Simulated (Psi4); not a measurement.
Psi4 1.11, HF/def2-svp: W(NH)2(Cl)(OMe) (C[O][W](=[NH])(=[NH])[Cl]), 11 atoms. The geometry is a generated start, not checked to be a minimum at this level.

| Item | Value |
|---|---|
| task | energy |
| method | scf |
| basis | def2-svp |
| memory | 3 GB |
| maxiter | 100 |
| keys of the molecule block | symmetry c1 |
| scf_type | df (default) |
| guess | auto, which took SAD (default) |
| scf_initial_accelerator | adiis (default) |
| e_convergence | 1e-06 (default) |
| d_convergence | 1e-06 (default) |
| effective core potentials | those of the basis set, past Kr |
| basis functions | 131 |

```xyz
11

W     -1.0718    -0.0016     0.2534
N     -1.2128    -1.3093     1.4569
H     -1.2987    -2.1671     1.9982
N     -1.7034    -0.5428    -1.3248
H     -2.0677    -1.0563    -2.1272
Cl    -2.3775     1.6707     0.9481
O      0.6527     0.6341     0.1021
C      1.9993     0.6832    -0.2541
H      2.3188     1.7268    -0.3695
H      2.6135     0.2074     0.5250
H      2.1476     0.1549    -1.2082
```

Charge 0 and multiplicity 1 are set for this test and not shown to be the ground state.

One run each on 2 threads. Values of diis_max_vecs tried: 3, 6, 10 (default), 20.

Q: How does the count of SCF iterations change with diis_max_vecs, and where is it least?

A: Fewest SCF iterations, within one of each other: 6 with 13, 10 (default) with 12, 20 with 12. The count rises to 20 at 3. All converge to one solution.

| diis_max_vecs | SCF iterations | end |
|---|---|---|
| 3 | 20 | same solution |
| 6 | 13 | same solution |
| 10 (default) | 12 | same solution |
| 20 | 12 | same solution |
